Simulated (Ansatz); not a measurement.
This Ansatz (an electronic-structure program) input is the reference run, TiN in the rock salt structure (space group Fm-3m, No. 225), computed with r2SCAN/PAW in Ansatz, spin-orbit coupling left out:

Ansatz 0.2 input:
```yaml
crystal:
  lattice:
    - [0, 2.1162534474, 2.1162534474]
    - [2.1162534474, 0, 2.1162534474]
    - [2.1162534474, 2.1162534474, 0]
  atoms:
    - { symbol: N, position: [0, 0, 0] }
    - { symbol: Ti, position: [0.5, 0.5, 0.5] }
basis: { ecutwfc: 500, ecutrho_ratio: 4, xc_grid: 4, fft_grid_basis: typed }
kpoints: { mp_grid: { grid: [19, 19, 19] } }
hamiltonian:
  xc: r2scan
  dispersion: none
  pseudopotentials: { kind: paw }
scf: { occupations: { method: fermi_dirac, width: 0.05 }, convergence: { dr2_threshold: 0.0000000002 } }
output: { forces: true, stress: true }
checkpoint: { write: state.ck, write_every: 1000 }
```

Question: Write the input for this change: uniaxial stress, 3 GPa tension along z; all other stress components relax to zero.

Answer: 
Ansatz 0.2 input:
```yaml
crystal:
  lattice:
    - [0, 2.1162534474, 2.1162534474]
    - [2.1162534474, 0, 2.1162534474]
    - [2.1162534474, 2.1162534474, 0]
  atoms:
    - { symbol: N, position: [0, 0, 0] }
    - { symbol: Ti, position: [0.5, 0.5, 0.5] }
basis: { ecutwfc: 500, ecutrho_ratio: 4, xc_grid: 4, fft_grid_basis: typed }
kpoints: { mp_grid: { grid: [19, 19, 19] } }
hamiltonian:
  xc: r2scan
  dispersion: none
  pseudopotentials: { kind: paw }
scf: { occupations: { method: fermi_dirac, width: 0.05 } }
relax: { f_tol: 0.005, max_steps: 50, cell: { stress_tol: 0.01, sigma_target: [0, 0, -3, 0, 0, 0] } }
output: { forces: true, stress: true }
checkpoint: { write: state.ck, write_every: 1000 }
```
This is the input that was run.

Load acts through the strain it causes; cell and atoms are relaxed under it. sigma_target is in GPa, compression positive, in the order xx, yy, zz, yz, xz, xy. Stability under load was not tested beyond the relaxation. The final runs are not spin-polarised. An odd electron count without spin: TiN.
